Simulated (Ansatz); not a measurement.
# What biaxial strain −2.08 %, plane normal [111], relaxed out of plane does to Sn

Consider Sn in the diamond structure (space group Fd-3m, No. 227; a = 6.5402 Å; relaxed with 0.1 eV smearing). Axes: x, y, z lie along the cube axes.

Now apply this change: compressive biaxial strain of 2.08 % in the plane normal to [111], as in epitaxy on a mismatched substrate; the out-of-plane cell vector and the atoms relax.

Method: Kohn–Sham DFT with the PBEsol functional, run in Ansatz (a program for electronic structure) with PAW and 420 eV plane waves, scalar-relativistic without spin-orbit coupling. k-mesh 15×15×15 (Γ-centred); smearing 0.1 eV (Fermi–Dirac).

The volume per atom drops by 1.004 Å³, from 34.97 Å³ to 33.96 Å³ and the space group becomes R-3m (No. 166) (base: Fd-3m (No. 227)). The energy rises by 8.7 meV/atom and the band gap stays zero. The out-of-plane strain is +1.30 % and the ratio −ε⊥/ε∥ amounts to 0.62. The mean in-plane stress (compression positive) amounts to +2.0 GPa.

No phonon test of stability was made.
